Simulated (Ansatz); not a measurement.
The parent structure is RhSi (space group Pnma, No. 62; a = 5.537 Å, b = 3.061 Å, c = 6.369 Å; a cell from a computed database, its experimental status unchecked).

Calculations: plane-wave PAW DFT at the PBEsol level (Ansatz, an electronic-structure program, 420 eV), scalar-relativistic without spin-orbit coupling.

For the base:

* **Pressure**: 0.0 GPa
* **Band gap**: zero

Perturbation: an isotropic linear strain of +4.43 %; the atoms relax in the strained cell.

Question: What happens to the pressure?

Answer: The pressure (mean of the normal stresses, compression positive) goes from zero to -21.1 GPa.

Question: What does the calculation give for the energy relative to the base after the change?

Answer: The energy rises by 140 meV/atom.

Question: Estimate the effect on the largest internal atomic displacement.

Answer: The largest internal atomic displacement comes out as 0.057 Å.

Question: How does this affect the band gap?

Answer: The band gap remains zero.

Stability against distortions was not tested. All final runs are without spin polarisation. The zero or small gap of RhSi can change with the level of theory.
